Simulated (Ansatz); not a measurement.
# Relaxation of cell and atoms of TlS (I4/mcm, 8 atoms in the cell) at several settings

```xyz
8
Lattice="-3.8658 3.8658 3.3981 3.8658 -3.8658 3.3981 3.8658 3.8658 -3.3981" Properties=species:S:1:pos:R:3 pbc="T T T"
Tl     0.0000     0.0000     1.6990
Tl     0.0000     0.0000     5.0971
Tl     3.8658     0.0000     1.6990
Tl     0.0000     3.8658     1.6990
S      1.3257     5.1915     0.0000
S      2.5400    -1.3257     3.3981
S      2.5400     1.3257     0.0000
S      1.3257     2.5400     3.3981
```

Base: PBEsol, default PAW files made with PBE run with Ansatz (a first-principles code). Its settings: basis.ecutwfc = 30.9 Ry; kpoints.mp_grid.grid = 7 7 7; kpoints.mp_grid.shift = 0.5 0.5 0.5; hamiltonian.xc = pbesol; hamiltonian.pseudopotentials = {kind: paw} (the program's default PAW files); scf.occupations.method = fixed. Starting volume 25.39 Å³ per atom.

Each line gives the change from the base single point and the result:

- hamiltonian.xc: pbesol → lda; relax: default → cell and atoms [DFT, LDA (PW92), plane waves, default PAW files made with PBE]: pressure 0.00 GPa; largest force (vector length) 0.001 eV/Å; final cell a = 6.3252 Å, b = 6.3252 Å, c = 6.3252 Å, α = 106.43°, β = 106.43°, γ = 115.73°; final volume per atom 24.13 Å³; relaxation steps 5.
- relax: default → cell and atoms; relax.cell.p_target: default → -2 GPa: pressure -2.00 GPa; largest force (vector length) 0.003 eV/Å; final cell a = b = c = 6.6184 Å, α = β = 105.85°, γ = 116.99°; final volume per atom 27.53 Å³; relaxation steps 5; free energy against the base single point 10.2 meV/atom.

The starting cell comes from a database of computed structures (which also holds hypothetical and non-ambient phases and stackings), without a prior relaxation at this level. Its lattice was rescaled by a random factor within 2.5 % of one. Ansatz's pressure includes its estimate of the finite-basis (Pulay) stress.

Left out of this page: 1 run of the series outside the window shown, repeating another row's setting, or not comparable.

Keys are those of Ansatz 0.2.
